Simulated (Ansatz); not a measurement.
Base system: BaHfO3 in the cubic perovskite structure (space group Pm-3m, No. 221; a = 4.1575 Å).

The values are results of DFT with PBEsol, PAW potentials and a 420 eV plane-wave cutoff in Ansatz (a first-principles code), no spin-orbit coupling, not measurements.

One change was made to it. Results:

The lattice parameter a drops by 0.0383 Å to 4.119 Å; the band gap goes up by 0.05 eV (3.58 eV → 3.63 eV).

### Question
What was done to the base?
A. pressure 5 GPa
B. pressure 10 GPa
C. pressure 0.3 GPa
D. pressure 1.5 GPa

### Answer
A, pressure 5 GPa. For comparison, the lattice parameter a in the other runs: pressure 1.5 GPa gives 4.145 Å; pressure 10 GPa gives 4.085 Å; pressure 0.3 GPa gives 4.155 Å.

With Hf present, leaving out spin-orbit coupling can change the band edges. Load acts through the strain it causes; cell and atoms are relaxed under it. Whether these cells are dynamically stable was not tested. No other phases were tried under pressure.
